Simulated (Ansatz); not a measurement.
Ansatz (a quantum-chemistry and plane-wave program) run on HfC (Fm-3m, 2 atoms in the cell): relaxation of cell and atoms.

Method: LDA (PW92), PAW files made with PBE (plane waves; Ansatz).

The change in words: atoms on their sites; basis.ecutwfc: 420 eV → 210 eV; relax: default → cell and atoms. Reference geometry:
```
CELL_PARAMETERS angstrom
      0.00000     2.33160     2.33160
      2.33160     0.00000     2.33160
      2.33160     2.33160     0.00000
ATOMIC_POSITIONS crystal
  Hf 0.01072 0.01072 0.98928
  C  0.50000 0.50000 0.50000
```

Reference input (self-consistent single point, DFT, LDA (PW92), plane waves, PAW files made with PBE): basis.ecutwfc = 420 eV; kpoints.mp_grid.grid = 12 12 12; hamiltonian.xc = lda; hamiltonian.pseudopotentials = {kind: paw} (the program's default PAW files); scf.occupations.method = fermi_dirac; scf.occupations.width = 0.1 eV. This run's input differs from it in these lines:

Ansatz 0.2 input:
```diff
@@ -7,6 +7,6 @@
   atoms:
-    - { symbol: Hf, position: [0.010722, 0.010722, -0.010722] }
+    - { symbol: Hf, position: [0.000000, 0.000000, 0.000000] }
     - { symbol: C, position: [0.500000, 0.500000, 0.500000] }
 basis:
-  ecutwfc: 420.0 eV
+  ecutwfc: 210.0 eV
 kpoints:
@@ -18,2 +18,4 @@
   occupations: { method: fermi_dirac, width: 0.1 eV }
+relax:
+  cell: {}
 output:
```

Log, with long lists cut:

```
   [... SCF lines of the steps left out ...]
relax step   1: F+E_penalty+E_count = -15718.09744764 eV  Δ(F+E_penalty+E_count) = +0.000e0 eV  max|allowed force component| = 4.117e-30 eV/Å  Δτ_max = 0.0000 Å  P = -18.969 GPa  Ω = 25.351 Å³  (8 SCF iters, dr2 threshold 1.00e-7 eV, accepted)
relax step   2: F+E_penalty+E_count = -15720.08748163 eV  Δ(F+E_penalty+E_count) = -1.990e0 eV  max|allowed force component| = 9.214e-31 eV/Å  Δτ_max = 0.0000 Å  P = +77.580 GPa  Ω = 21.849 Å³  energy of the carried Pulay correction = +2.581e0 eV  [...]
   [... lines left out ...]
relax step 119: F+E_penalty+E_count = -15718.17859566 eV  Δ(F+E_penalty+E_count) = +7.104e-3 eV  max|allowed force component| = 6.705e-30 eV/Å  Δτ_max = 0.0000 Å  P = -0.004 GPa  Ω = 23.632 Å³  energy of the carried Pulay correction = -7.112e-3 eV  [...]
relax step 120: F+E_penalty+E_count = -15718.20422342 eV  Δ(F+E_penalty+E_count) = -2.563e-2 eV  max|allowed force component| = 1.997e-30 eV/Å  Δτ_max = 0.0000 Å  P = -0.097 GPa  Ω = 23.632 Å³  stress off target by 9.71e-2 GPa  SCF on the basis [...]
basis re-selected at this cell: Δ(F+E_penalty+E_count) = -2.563e-2 eV, ΔP = -0.093 GPa vs the last step
   [... lines left out ...]
Free energy (F): -15718.204223 eV
Fermi energy:    19.565200 eV
Error: variable-cell relaxation did not converge after 120 `relax_step` rows, as none of its last 52 fresh-basis SCF(s) at a relaxed cell met both thresholds with a finite energy. The last misses `relax.cell.stress_tol`: largest allowed force component 2.00e-30 eV/Å (`relax.f_tol` 1.00e-2 eV/Å), stress off the target on the free part of the cell 9.71e-2 GPa (`relax.cell.stress_tol` 5.00e-2 GPa), F+E_penalty+E_count -15718.20422342 eV. The closest is row 38, whose structure comes with this error. Larger ratio of force or stress to its threshold at each such SCF whose figures are numbers: 234.762, 90.532, 22.188, 6.350, 5.243, 1.471, 5.790, 1.838, 1.632, 1.456, 5.801, 1.811, 1.604, [...]
   [... lines left out ...]
to start a new deck from the relaxed geometry:
  cell:  # Å, volume = 23.6239 Å³
    - [2.1051151150896125e-32, 2.2774065665469694, 2.2774065665469694]
    - [2.2774065665469694, -7.33624078766552e-33, 2.2774065665469694]
    - [2.2774065665469694, 2.2774065665469694, 1.7228527648258174e-32]
  atoms:
    - { symbol: Hf, position: [2.1818942838937572e-46, -2.984686607522067e-46, -1.6656519275829312e-46] }
    - { symbol: C, position: [0.5, 0.5, 0.5] }
```

The relaxation ended unconverged. 

The starting cell has typed, rounded lattice constants, without a prior relaxation at this level. Its lattice was rescaled by up to half a per cent. The cutoff lies below the one recommended for these files.

Cost on one core of a shared machine: roughly 70 s.
